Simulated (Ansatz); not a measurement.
Consider W₂N in the anti-CdI2 type structure (space group P-3m1, No. 164; a = 2.822 Å, c = 5.375 Å; a hypothetical phase, not in the database extracts checked).

(Cell as relaxed with PBE.)

Levels (all Ansatz, a first-principles code, PAW): PBE (420 eV, scalar-relativistic without spin-orbit coupling); PBEsol (420 eV, no spin-orbit coupling).

Each level relaxes its own structure.

| quantity | PBE | PBEsol |
|---|---|---|
| volume per atom | 12.35 Å³ | … |
| lattice parameter a | 2.822 Å | … |
| lattice parameter c | 5.375 Å | … |
| band gap | zero | … |

### Question
What does PBEsol give?

### Answer

- volume per atom, PBEsol: 12.02 Å³
- lattice parameter a, PBEsol: 2.801 Å
- lattice parameter c, PBEsol: 5.305 Å
- band gap, PBEsol: zero

PBE's volume per atom lies 0.336 Å³ above PBEsol's (2.8 %); PBE's lattice parameter a lies 0.021 Å above PBEsol's (0.7 %); PBE's lattice parameter c lies 0.0695 Å above PBEsol's (1.3 %); the two agree on the band gap. Neither level is exact; PBEsol is the comparison here, not a measurement.

No phonon test of stability was made. All final runs are without spin polarisation. An odd electron count without spin: W2N.
